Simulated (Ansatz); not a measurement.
The parent structure is Ge in the diamond structure (space group Fd-3m, No. 227; a = 5.674 Å). Axes: x, y, z lie along the cube axes.

Computed with r2SCAN/PAW in Ansatz (a first-principles code), no spin-orbit coupling.

Base values:

Valley order: Γ 0.36 eV; L along ⟨111⟩ 0.44 eV; a point along ⟨100⟩, about 0.9 Å⁻¹ from Γ 0.79 eV

It is then changed as follows: biaxial strain +0.83 %, plane normal [111], relaxed out of plane (Cartesian); in-plane vectors clamped, the third vector and the atoms free.

### Question
What does the calculation give for the energy relative to the base, valley order and out-of-plane strain after the change?

### Answer
The energy rises by 1.7 meV/atom; the valley order (the lowest conduction-band minima on the path, energy above the VBM, named in the base's zone) goes from Γ 0.36 eV; L along ⟨111⟩ 0.44 eV; a point along ⟨100⟩, about 0.9 Å⁻¹ from Γ 0.79 eV to Γ 0.16 eV; L along [111] 0.22 eV; L along [1-11] 0.37 eV; a point along [001], about 0.9 Å⁻¹ from Γ 0.75 eV; the out-of-plane strain comes out as -0.26 %.

The levels and masses belong to the bands next to the band gap. No phonon test of stability was made.
